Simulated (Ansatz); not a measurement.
Consider MgO in the rock salt structure (space group Fm-3m, No. 225; a = 4.208 Å). Axes: x, y, z lie along the cube axes.

Calculations: r2SCAN, PAW, 500 eV (Ansatz, a first-principles code; without spin-orbit coupling), earlier PAW set.

Before the change:

The shortest interatomic distance is 2.104 Å.

Now apply this change: uniaxial strain ε_xx = −5.34 %, all other strain components held at zero, atoms relaxed at fixed cell.

### Question
What happens to the stress and shortest interatomic distance?

### Answer
The stress (xx, yy, zz, yz, xz, xy; compression positive) amounts to (23.08, 5.62, 5.62, 0.00, 0.00, 0.00) GPa; the shortest interatomic distance decreases by 0.1123 Å, from 2.104 Å to 1.991 Å.

Stability against distortions was not tested.
